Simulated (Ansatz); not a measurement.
The parent structure is MoS2 in the 2H-MoS2 type structure (space group P6_3/mmc, No. 194; a = 3.149 Å, c = 12.091 Å; layered, stacked along the Cartesian z axis).

(Cell as relaxed with PBE-D3(BJ).)

Levels (all Ansatz, a quantum-chemistry and plane-wave program, PAW, earlier PAW set): PBE-D3(BJ) (420 eV, without spin-orbit coupling); PBEsol-D3(BJ) (420 eV, no SOC).

Each level relaxes its own structure.

| base | PBE-D3(BJ) | PBEsol-D3(BJ) |
|---|---|---|
| volume per atom | 17.31 Å³ | 16.34 Å³ |
| lattice parameter a | 3.149 Å | 3.109 Å |
| band gap | 0.78 eV | 0.52 eV |

The change: a hydrostatic pressure of 50 GPa.

```
quantity                       PBE-D3(BJ)  PBEsol-D3(BJ)
-----------------------------  ----------  -------------
shortest interatomic distance     2.302 Å            ___
c/a ratio                           3.621            ___
band gap                             zero            ___
```

Problem. Predict the PBEsol-D3(BJ) column.

Solution. 
- shortest interatomic distance, PBEsol-D3(BJ): 2.292 Å
- c/a ratio, PBEsol-D3(BJ): 3.633
- band gap, PBEsol-D3(BJ): zero

PBE-D3(BJ)'s shortest interatomic distance lies 0.010 Å above PBEsol-D3(BJ)'s (0.4 %); PBE-D3(BJ)'s c/a ratio lies 0.012 below PBEsol-D3(BJ)'s; the two agree on the band gap. Neither level is exact; PBEsol-D3(BJ) is the comparison here, not a measurement.

The mesh was chosen for an insulator and is coarse for the gapless case. Load acts through the strain it causes; cell and atoms are relaxed under it. No phonon test of stability was made. No other phases were tried under pressure. All final runs are without spin polarisation.
